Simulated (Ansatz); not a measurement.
System: KCSN (Pbcm, No. 57). Method: HSE06 (Ansatz, a quantum-chemistry and plane-wave program, PAW).

Settings: plane-wave cutoff 460 eV, 4×4×4 k mesh, Fermi–Dirac smearing 0.01 eV, scalar-relativistic PAW data made under PBE.

Cell (measured lattice):

```cif
data_C4K4N4S4
_chemical_formula_sum 'K4 C4 S4 N4'
_space_group_name_H-M_alt 'Pbcm'
_space_group_IT_number 57
_space_group_name_Hall '-P 2c 2b'
_cell_length_a 6.70700
_cell_length_b 6.69100
_cell_length_c 7.62100
_cell_angle_alpha 90.000
_cell_angle_beta 90.000
_cell_angle_gamma 90.000
loop_
_space_group_symop_operation_xyz
  'x, y, z'
  '-x, -y, -z'
  '-x, -y, z+1/2'
  'x, y, -z+1/2'
  'x, -y+1/2, -z'
  '-x, y+1/2, z'
  '-x, y+1/2, -z+1/2'
  'x, -y+1/2, z+1/2'
loop_
_atom_site_label
_atom_site_type_symbol
_atom_site_symmetry_multiplicity
_atom_site_Wyckoff_symbol
_atom_site_fract_x
_atom_site_fract_y
_atom_site_fract_z
_atom_site_occupancy
K1 K 4 c 0.20800 0.25000 0.00000 1
C1 C 4 d 0.22960 0.78710 0.25000 1
S1 S 4 d 0.60500 0.10870 0.25000 1
N1 N 4 d 0.11100 0.91540 0.25000 1
```

Predict the band gap and smallest direct gap on the k points sampled.


- band gap = 5.33 eV (indirect)
- smallest direct gap on the k points sampled = 5.44 eV

Note: cell and atoms aren't relaxed at this level (largest force component 0.21 eV/Å, pressure 0.8 GPa).

The computed numbers hold no vibrational or temperature effects.

Cost on a shared machine: around 40 core-minutes (rough).
